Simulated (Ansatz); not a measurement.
# BP: response to strain

The reference is BP in the zinc blende structure (space group F-43m, No. 216; a = 4.5366 Å). Axes: x, y, z lie along the cube axes.

Strains are applied to the cell and any free atomic positions relax; under biaxial strain the out-of-plane vector relaxes too.

All numbers come from Ansatz (a program for electronic structure) r2SCAN, without spin-orbit coupling.

Notes on the quantities. energy relative to the base: free energy F.

| biaxial strain, plane normal [001], relaxed out of plane (%) | energy relative to the base (meV/atom) |
|---|---|
| -3 | 28.2 |
| -2.5 | 19.4 |
| -2 | 12.3 |
| -1.5 | 6.8 |
| -1 | 3.0 |
| -0.5 | ? |
| 0 | 0.0 |

**Question.** Fit ΔE = Aε² + Bε³ (ε in %) to the rows shown and predict the withheld row.

**Answer.** Least squares on the printed values gives A = 2.94 and B = -0.065 meV/atom (largest residual 0.0 meV/atom); this predicts 0.7 meV/atom, and the run gives 0.7 meV/atom, in agreement.

Stability against distortions was not tested.
